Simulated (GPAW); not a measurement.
## Pressure against volume in wurtzite AlN (space group 186) (GPAW, PBE)

```yaml
crystal:
  lattice:
    - [3.05470, 0.00000, 0.00000]
    - [-1.52735, 2.64545, 0.00000]
    - [0.00000, 0.00000, 4.89145]
  atoms:
    - { symbol: Al, position: [0.33333, 0.66667, 0.00000] }
    - { symbol: Al, position: [0.66667, 0.33333, 0.50000] }
    - { symbol: N, position: [0.33333, 0.66667, 0.38200] }
    - { symbol: N, position: [0.66667, 0.33333, 0.88200] }
```

Computed with PBE, GPAW PAW datasets PBE (gpaw-data 1.0.1) (plane waves; GPAW). Settings: mode = pw; ecut = 1040 eV; xc = PBE; kpts = 12 12 7; mesh shift (steps) = 0 0 0; occupations.name = fermi-dirac; occupations.width = 0.01 eV; nbands = -6; convergence.bands = -4; symmetry.symmorphic = false; symmetry.tolerance = 0.0005; maxiter = 100. The cell above is the first row's. The rows scale it uniformly. In all rows fractional positions and the k mesh are held.

| V (Å^3/atom) | P (GPa) |
|---|---|
| 9.882 | 18.57 |
| 10.097 | 13.10 |
| 10.312 | 8.15 |
| 10.526 | 3.67 |
| 10.741 | -0.39 |
| 10.956 | -4.02 |
| 11.171 | -7.36 |
| 11.386 | -10.37 |
| 11.601 | ? |

Fit P of the 8 rows that show it with a cubic. With u = V - 10.6, the rows have u = -0.7180, -0.5030, -0.2880, -0.0740, 0.1410, 0.3560, 0.5710, 0.7860. Least squares gives P = 2.236 - 19.1420·u + 4.5141·u² - 0.7172·u³. Residuals (row less fit): -0.003, 0.002, 0.010, -0.008, -0.015, 0.019, -0.004, -0.001; standard error 0.014 (degrees of freedom: 4). The fitted pressure is zero at V0 = 10.72, where dP/dV = -18.09, so B0 = -V0·dP/dV = 194 GPa.

Task: What does the fit predict for P at V = 11.601, and how far is the calculated value from it?

Result: u = 1.0010, so P = 2.236 - 19.1420 × 1.0010 + 4.5141 × 1.0010² - 0.7172 × 1.0010³ = -13.121 GPa. The calculation gives -13.09 GPa, 0.031 GPa above the prediction (0.1 % of the range of P in the table). The row lies outside the fitted rows, so this is an extrapolation. From the scatter of the fitted rows alone, a prediction at this place has a standard error of 0.036 GPa, so the miss is 0.9 times that.

Carrying the step between the two nearest rows on in a straight line would have given -13.38, off by 0.29; series whose last step already gives the withheld value aren't shown. The scan was laid around a cell of about the measured size, scaled by a guess for this functional; axis ratios and inner coordinates come from that cell. The runs keep the symmetry of the cell, so they don't test it for distortions. The shape of the cell and the inner coordinates aren't relaxed, so V0 and B0 belong to this uniform scaling; a relaxed crystal lies no higher in energy and is usually softer (forces reach 0.04 eV/Å in these rows). Cutoffs and mesh are single choices, not tested for convergence of this quantity. Series with a scatter that would blur these digits, or in which a gap closes, are not shown.
